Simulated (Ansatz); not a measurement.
The structure below was relaxed with Kohn–Sham DFT with the r2SCAN functional, run in Ansatz (an electronic-structure program) with PAW and 500 eV plane waves, without spin-orbit coupling.

```
CELL_PARAMETERS angstrom
      0.00000     2.93027     2.93027
      2.93027     0.00000     2.93027
      2.93027     2.93027     0.00000
ATOMIC_POSITIONS crystal
  P  0.75000 0.75000 0.75000
  Cd 0.00000 0.00000 0.00000
```

**Question.** Find the space group and the Wyckoff positions.

**Answer.** Space group F-43m (No. 216); a = b = c = 5.861 Å, α = β = γ = 90.00°

```
atom  site  symmetry       x       y       z
----  ----  --------  ------  ------  ------
P       4c      -43m  0.2500  0.2500  0.2500
Cd      4a      -43m  0.0000  0.0000  0.0000
```

**Question.** Describe the coordination.

**Answer.** The crystal has 8 atoms in its conventional cell. Cell: a = 5.861 Å, b = 5.861 Å, c = 5.861 Å, α = 90.00°, β = 90.00°, γ = 90.00°. P has 4 Cd at 2.538 Å (tetrahedral). Cd is coordinated by 4 P at 2.538 Å (tetrahedral). (Neighbours: up to the widest gap in distance over summed covalent radii, below 1.35, at either atom; cation-cation and far metal-metal contacts left out.)

No phonon test of stability was made. The final runs are not spin-polarised. An odd electron count without spin: CdP. The cell was made from InP by this change: In → Cd; the result is a hypothetical phase, not in the database extracts checked.
